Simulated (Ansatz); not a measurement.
Effective masses and thermopower of ZnS under load (space group I-4m2)

Data:

```
CELL_PARAMETERS angstrom
      0.00000     2.64699     2.76372
      2.64699     0.00000     2.76372
      2.64699     2.64699     0.00000
ATOMIC_POSITIONS crystal
  Zn 0.00000 0.00000 0.00000
  S  0.25000 0.25000 0.25000
```

These are PBEsol with spin-orbit coupling, rigid bands (plane waves, PAW; Ansatz, an electronic-structure program) values and carry that method's errors. Condition of this run: uniaxial stress zz = -2 GPa (compression positive) (the target of the relaxation). Cell: cell and atoms relaxed with PBEsol, then loaded as said.

| Quantity | Value |
|---|---|
| band gap | 1.97 eV |
| electron conductivity mass (300 K, dilute) | 0.177 mₑ |
| hole conductivity mass (300 K, dilute) | 0.64 (x), 0.64 (y), 0.80 (z) mₑ |
| effective density of states N_c (300 K) | 1.8e18 cm⁻³ |
| effective density of states N_v (300 K) | 2.5e19 cm⁻³ |
| density-of-states mass, electrons | 0.170 mₑ |
| density-of-states mass, holes | 1.00 mₑ |
| Seebeck coefficient, n-type 1e19 cm⁻³, 300 K | -103 μV/K |
| Seebeck coefficient, p-type 1e19 cm⁻³, 300 K | 340 μV/K |

Rigid bands; masses and Seebeck coefficients take one relaxation time τ for all states and one kind of carrier; polarons and phonon drag are left out.
